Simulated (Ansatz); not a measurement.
## LiNbO3: stress against strain

LiNbO3 (R3c, 10.521 Å³/atom and stress up to 0.01 GPa in the relaxed cell, c along z) under a strain ε along a direction in the basal plane (axis x), the other axes held. PBEsol in Ansatz, a plane-wave DFT program (PAW, default set), 420 eV, 8×8×8 Γ-centred mesh, Fermi-Dirac smearing 0.05 eV; ions are relaxed, or left where forces stay under 0.02 eV/Å, within the symmetry of each cell. Stress is positive for a compressed cell.

Here s stands for strain and y for stress xx.

| strain (%) | stress xx (GPa) |
|---|---|
| -3.00 | ? |
| -1.50 | 3.10 |
| -0.75 | 1.52 |
| 0.00 | -0.01 |
| 0.75 | -1.46 |
| 1.50 | -2.84 |

The 5 complete rows are fitted with a straight line, y against s. Means: s 0, y 0.062. About the means, the sum of products is -11.145 and the sum of squares of s is 5.6250; the slope is their ratio. Least squares gives y = 0.062 - 1.9813·s. Residuals (row less fit): 0.066, -0.028, -0.072, -0.036, 0.070; standard error 0.074 (degrees of freedom: 3). The slope gives the elastic constant C11 = 198 ± 3 GPa (± standard error of the fit, which holds the terms cut off).

Task: What does the fit predict for y at s = -3.00, and how far is the calculated value from it?

Result: y = 0.062 - 1.9813 × (-3.00) = 6.006 GPa. The calculation gives 6.43 GPa, 0.424 GPa above the prediction (4.6 % of the range of y in the table). The row lies outside the fitted rows, so this is an extrapolation. From the scatter of the fitted rows alone, a prediction at this place has a standard error of 0.124 GPa, so the miss is 3.4 times that.

A polynomial of degree 2 through the 8 other runs of the series gives 6.49 there, so most of the miss is curvature that the fit leaves out. The start is a measured cell from the literature; how it stands against other phases or cation orders wasn't checked. Rows are the converged runs of the series near zero and its far end; series whose fitted rows scatter by over a few per cent of the range, as at a crossing or softening among them, aren't shown in this form, nor equations of state whose B0' disagrees with the runs' pressures. Most that stay on the fit to the last digits aren't either.
